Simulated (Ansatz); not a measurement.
System: AlB2-type TiB2. Method: PBEsol (Ansatz, an electronic-structure program, PAW).

Numerical settings: plane-wave cutoff 520 eV, 24×24×20 k mesh (along the axes of the cell as run), Fermi–Dirac smearing 0.055 eV (set by the program), no spin polarisation, scalar-relativistic PAW data made under PBE.

Computed at the level's own relaxed cell.

```
CELL_PARAMETERS angstrom
      3.01720     0.00000     0.00000
     -1.50860     2.61297     0.00000
      0.00000     0.00000     3.18526
ATOMIC_POSITIONS crystal
  Ti 0.00000 0.00000 0.00000
  B  0.66667 0.33333 0.50000
  B  0.33333 0.66667 0.50000
```

Q: Give the elastic tensor (Voigt notation, GPa, ions relaxed, in the Cartesian axes of the cell as printed).

A: 
```
  677.0    70.7   110.4     0.0     0.0     0.0
   70.7   677.0   110.4     0.0     0.0     0.0
  110.4   110.4   474.9     0.0     0.0     0.0
    0.0     0.0     0.0   276.3     0.0     0.0
    0.0     0.0     0.0     0.0   276.3     0.0
    0.0     0.0     0.0     0.0     0.0   303.2
```

Measured, for comparison: elastic constant C11 660 GPa, elastic constant C12 48 GPa, elastic constant C44 260 GPa, elastic constant C33 432 GPa, elastic constant C13 93 GPa (temperature not stated, no zero-point or thermal correction; as tabulated in Liu et al. (2023), arXiv:2002.00005). Computed (rounded) less measured: elastic constant C11 +3 %, elastic constant C12 +47 %, elastic constant C44 +6 %, elastic constant C33 +10 %, elastic constant C13 +18 %. A static lattice is as a rule a little smaller and stiffer than an uncorrected measurement, which narrows the difference in the elastic constant C11, elastic constant C44, elastic constant C33 and would widen misses of the other sign.

The computed numbers hold no vibrational or temperature effects.
